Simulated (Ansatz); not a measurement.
The starting structures come from a database of crystals and need not be the phases stable at ambient conditions.

Tunnelling through a barrier is set by its complex band structure: the current falls as exp(−2κd) with the smallest κ.

Here is the system:

```yaml
crystal:
  lattice:
    - [5.68030, 0.00000, 0.00000]
    - [0.00000, 10.27816, 0.00000]
    - [0.00000, 5.13908, 5.13908]
  atoms:
    - { symbol: K, position: [0.00000, 0.50000, 0.00000] }
    - { symbol: K, position: [0.00000, 0.00000, 0.00000] }
    - { symbol: K, position: [0.50000, 0.81561, 0.86877] }
    - { symbol: K, position: [0.50000, 0.18439, 0.13123] }
    - { symbol: K, position: [0.50000, 0.68439, 0.50000] }
    - { symbol: K, position: [0.50000, 0.31561, 0.50000] }
    - { symbol: H, position: [0.50000, 0.50000, 0.00000] }
    - { symbol: H, position: [0.50000, 0.00000, 0.00000] }
    - { symbol: H, position: [0.20285, 0.38478, 0.73044] }
    - { symbol: H, position: [0.79715, 0.61522, 0.26956] }
    - { symbol: H, position: [0.20285, 0.11522, 0.50000] }
    - { symbol: H, position: [0.79715, 0.88478, 0.50000] }
    - { symbol: H, position: [0.20285, 0.61522, 0.26956] }
    - { symbol: H, position: [0.79715, 0.38478, 0.73044] }
    - { symbol: H, position: [0.20285, 0.88478, 0.50000] }
    - { symbol: H, position: [0.79715, 0.11522, 0.50000] }
    - { symbol: Pt, position: [0.00000, 0.50000, 0.50000] }
    - { symbol: Pt, position: [0.00000, 0.00000, 0.50000] }
```

Space group of this cell: P4/mbm. The cell was relaxed by PBE-D3(BJ).

Transport runs along the normal of the first two printed cell vectors, the (110) plane of the conventional cell.

No gap correction and no spin-orbit coupling; mid-gap values are interpolated between computed energies.

Q: Estimate the band gap and the smallest decay constant κ at mid-gap that r2SCAN (Ansatz, a program for electronic structure) returns for this system.

A: Gap 3.45 eV on a 6×6×6 mesh; κ = 0.361 1/Å, at the zone centre.
